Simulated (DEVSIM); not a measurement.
Structure: Ni/SiO2/p-Ge capacitor, at 300 K.

```tsv
layer (left to right)	material	thickness (nm)	Na (cm⁻³)
1	SiO2	45.0	-
2	Ge	3300	3.2e16
```

Metal gate on the left, work function 5.1 eV. Fixed charge at the semiconductor interface -4.9e11 cm⁻² (in units of +e); no interface traps.

Constants are typed, rounded textbook-type inputs, not results; the design itself was drawn at random and stands for no fabricated device. Values at 300 K; Nc and Nv go as T^1.5, mobilities as T to minus their exponent, the gap by Varshni's rule with the affinity fixed.

```tsv
parameter	SiO2	Ge
gap (eV)	9	0.664
affinity (eV)	0.9	4
permittivity	3.9	16
Nc (cm⁻³)	-	1.04e19
Nv (cm⁻³)	-	6e18
Varshni α (eV/K)	-	0.000477
Varshni β (K)	-	235
```

Simulated with DEVSIM: 1D Poisson equation in equilibrium, Boltzmann statistics, complete ionisation; no quantum confinement or tunnelling. Metal contacts follow the ideal Schottky-Mott rule: no Fermi-level pinning, no interface dipoles.

The temperature was swept, all else fixed.

```tsv
temperature (K)	flat-band voltage (V)	minimum of the low-frequency capacitance (μF/cm²)
250	1.55	0.0445
300	1.59	?
350	1.64	0.0506
400	1.69	0.0553
450	1.74	0.0609
500	1.79	0.0660
```

### Question
Some entries are withheld; supply them.

### Answer

- 300, minimum of the low-frequency capacitance (μF/cm²): 0.0476
